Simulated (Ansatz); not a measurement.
Take Sn in the diamond structure (space group Fd-3m, No. 227; a = 6.567 Å) as the base. Axes: x, y, z lie along the cube axes.

Method: r2SCAN in Ansatz (plane waves to 500 eV, PAW, no spin-orbit coupling).

Strains are applied to the cell and any free atomic positions relax; under biaxial strain the out-of-plane vector relaxes too.

One change was made to it. Results:

The band gap stays zero; the pressure (mean of the normal stresses, compression positive) goes from zero to -1.5 GPa; the energy increases by 10 meV/atom.

Task: Which change produced these results?
A. uniaxial strain ε_zz = +3.85 %
B. biaxial strain −3.96 %, plane normal [001], relaxed out of plane
C. isotropic strain +0.48 %

Result: A, uniaxial strain ε_zz = +3.85 %. For comparison, the energy relative to the base in the other runs: biaxial strain −3.96 %, plane normal [001], relaxed out of plane gives +26 meV/atom; isotropic strain +0.48 % gives +1.0 meV/atom.

No phonon test of stability was made.

Ansatz is a program for electronic structure.
